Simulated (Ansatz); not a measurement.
The starting structures come from a database of crystals and need not be the phases stable at ambient conditions.

# Evanescent states of LiF (P6_3mc, wurtzite, 4 atoms a cell, 9.8 Å³ an atom) along the normal of (001)

Calculation: r2SCAN (plane waves, PAW; Ansatz, a first-principles code).

The gap is the functional's own, uncorrected, and κ follows it; spin-orbit coupling is left out. Mid-gap means the computed energy nearest the middle.

Energies count from the valence-band top; κ is the least over a 12×12 mesh across the current.

```tsv
E (eV)	κ (1/Å)	where
0.20	0.229	Γ
0.58	0.382	Γ
0.97	0.475	Γ
1.36	0.543	Γ
1.75	0.595	Γ
2.15	___	Γ
2.54	___	Γ
2.92	___	Γ
3.31	___	Γ
3.71	___	Γ
4.09	___	Γ
4.49	___	Γ
4.88	___	Γ
5.26	___	Γ
5.66	___	Γ
6.04	___	Γ
6.43	___	Γ
6.83	0.570	Γ
7.21	0.517	Γ
7.61	0.450	Γ
8.00	0.363	Γ
8.38	0.236	Γ
```

Task: Some entries are withheld; supply them.

Result: 
- 2.15, κ (1/Å): 0.635
- 2.54, κ (1/Å): 0.667
- 2.92, κ (1/Å): 0.690
- 3.31, κ (1/Å): 0.707
- 3.71, κ (1/Å): 0.718
- 4.09, κ (1/Å): 0.722
- 4.49, κ (1/Å): 0.720
- 4.88, κ (1/Å): 0.711
- 5.26, κ (1/Å): 0.697
- 5.66, κ (1/Å): 0.676
- 6.04, κ (1/Å): 0.649
- 6.43, κ (1/Å): 0.613
